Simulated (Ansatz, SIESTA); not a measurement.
**One structure in several programs: Ti2Zn (P1, 3 atoms in the cell)**

Self-consistent single point, at a second geometry (atoms moved at random). First geometry:

```
CELL_PARAMETERS angstrom
     -1.51052     1.51052     5.29217
      1.51052    -1.51052     5.29217
      1.51052     1.51052    -5.29217
ATOMIC_POSITIONS crystal
  Ti 0.66374 0.66374 0.00000
  Ti 0.33626 0.33626 0.00000
  Zn 0.00000 0.00000 0.00000
```

Second geometry:
```xyz
3
Lattice="-1.5105 1.5105 5.2922 1.5105 -1.5105 5.2922 1.5105 1.5105 -5.2922" Properties=species:S:1:pos:R:3 pbc="T T T"
Ti     0.0325    -0.0289     7.0121
Ti    -0.0239    -0.0117     3.5500
Zn    -0.0086     0.0407     0.0222
```

Shared settings, as Ansatz (a first-principles code) writes them: kpoints.mp_grid.grid = 10 10 10; scf.occupations.method = gaussian; scf.occupations.width = 0.05 eV. Potentials and cutoffs stand in the table.

```
code                                                                                                                            model  ΔF from the first geometry (meV/atom)  pressure (GPa)  largest force (eV/Å)       cutoff
------  -----------------------------------------------------------------------------------------------------------------------------  -------------------------------------  --------------  --------------------  -----------
SIESTA  GGA PBEsol, numerical atomic orbitals DZP, PseudoDojo PBEsol standard norm-conserving potentials (rewritten from UPF to PSML)                                    7.5           -6.93                 0.553  grid 300 Ry
Ansatz                                                                                                PBEsol, PAW files made with PBE                                    7.3           -2.98                 0.435       420 eV
```

Size of the force on each atom (eV/Å): Sizes of forces hide their directions.

```json
[
 {"code": "SIESTA", "Ti1": "0.553", "Ti2": "0.314", "Zn3": "0.367"},
 {"code": "Ansatz", "Ti1": "0.435", "Ti2": "0.248", "Zn3": "0.379"}
]
```

On Ansatz's run: spin polarisation is off.

The spread over the programs that give each value: ΔF from the first geometry within 0.2 meV/atom; pressure within 3.95 GPa; largest force within 0.118 eV/Å.

SIESTA uses small atom-centred bases, whose incompleteness enters pressures, forces and empty levels differently from a plane-wave cutoff. Ansatz's pressure is given at a fixed set of plane waves, as the other plane-wave codes print theirs; with its correction for the finite basis it is -2.94 GPa.

The starting cell comes from a database of computed structures (which also holds hypothetical and non-ambient phases and stackings), without a prior relaxation at this level. For this run, on top of that: atoms moved at random.

Keys are those of Ansatz 0.2.
